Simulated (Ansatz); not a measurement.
Hypothetical CdI2 type HfO2 under a change: pressure 15 GPa

Take HfO₂ in the CdI2 type structure (space group P-3m1, No. 164; a = 3.208 Å, c = 4.515 Å; a hypothetical phase, not in the database extracts checked; layered, stacked along the Cartesian z axis) as the base.

The change: a hydrostatic pressure of 15 GPa.

All numbers come from PBEsol-D3(BJ), PAW, 420 eV (Ansatz, a quantum-chemistry and plane-wave program; scalar-relativistic without spin-orbit coupling). Settings: 12×12×7 k-points, 0.05 eV Fermi–Dirac smearing.

| quantity | base | changed | shift |
|---|---|---|---|
| volume per atom | 13.42 Å³ | 11.30 Å³ | -2.12 Å³ |
| density | 8.68 g/cm³ | 10.31 g/cm³ | +1.63 g/cm³ |
| c/a ratio | 1.407 | 1.243 | -0.164 |
| shortest interatomic distance | 2.089 Å | 2.060 Å | -0.029 Å |
| enthalpy H = E + PV relative to the base's energy | – | +1.13 eV/atom | – |
| band gap | 4.40 eV | 3.44 eV | -0.968 eV |
| gap character | indirect, K–Γ (71 % along) → M | indirect, Γ → M | – |
| smallest direct gap | 4.85 eV | 4.33 eV | -0.52 eV |
| width of the top valence band | 1.05 eV | 1.87 eV | +0.82 eV |
| hole mass | – | 0.50 mₑ along c, 2.0 mₑ across (at Γ) | – |
| valence-band top at Γ (three highest levels, from the VBM) | – | 0.00, -0.72, -0.72 eV | – |

With Hf present, leaving out spin-orbit coupling can change the band edges. Load acts through the strain it causes; cell and atoms are relaxed under it. Masses are band curvatures over ±0.01 Å⁻¹ around the edge. No phonon test of stability was made. Competing high-pressure phases were not computed.
